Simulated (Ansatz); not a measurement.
Functionals compared on a constructed model of the (110) surface of bcc Fe, ferromagnetic, a pseudomorphic layer of Pt in the host's stacking (bottom of the slab: a bare face, its two planes held), in Ansatz (plane waves, PAW). The structure was relaxed with PBE; the other rows are single points on it. Cutoff 420 eV.

Model: 7-atom slab, 12.4 Å thick at the start, 16x16x1 mesh, Fermi-Dirac 0.1 eV, dipole correction, 2 atoms held, the rest relaxed; held to the start's symmetry, so lower structures may exist; spin-polarised, ending with about 14.3 μB a cell; orders that need a larger cell were not tried, no spin-orbit, no U. It is one candidate, not shown to be the stable structure of the face. These notes are the PBE run's.

| functional | work function of the top face (eV) | magnetic moment of the cell (μB) | rough cost of the single point |
|---|---|---|---|
| PBE | 5.17 | 14.31 | – |
| RPBE | 5.00 | 14.51 | roughly 4 core-minutes |

Ansatz is a program for electronic structure.
